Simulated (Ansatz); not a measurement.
Start from BP in the zinc blende structure (space group F-43m, No. 216; a = 4.5364 Å).

Structures relaxed with r2SCAN (Ansatz, a quantum-chemistry and plane-wave program), no SOC, earlier PAW set.

Base:

Simulated powder pattern, Cu Kα, λ = 1.54184 Å (kinematic, ideal powder, no thermal factors, no anomalous dispersion; the 10 strongest lines at most, above 2 %, up to 2θ = 90°):

| 2θ (°) | I/Imax (%) | hkl |
|---|---|---|
| 34.24 | 100 | (111) |
| 39.74 | 25 | (200) |
| 57.46 | 43 | (220) |
| 68.61 | 35 | (311) |
| 72.13 | 5.8 | (222) |
| 85.65 | 7.1 | (400) |

Now apply this change: every lattice vector is shortened by 3.43 %, atoms relaxed at fixed cell.

### Question
How do the reflections move or split?

### Answer

Simulated powder pattern, Cu Kα, λ = 1.54184 Å (kinematic, ideal powder, no thermal factors, no anomalous dispersion; the 10 strongest lines at most, above 2 %, up to 2θ = 90°):

| 2θ (°) | I/Imax (%) | hkl |
|---|---|---|
| 35.49 | 100 | (111) |
| 41.21 | 25 | (200) |
| 59.70 | 42 | (220) |
| 71.42 | 35 | (311) |
| 75.12 | 5.8 | (222) |
| 89.48 | 7.3 | (400) |

The indices refer to the base's conventional cell; one index is shown for lines that coincide.

The cells carry an imposed strain or load. Whether these cells are dynamically stable was not tested.
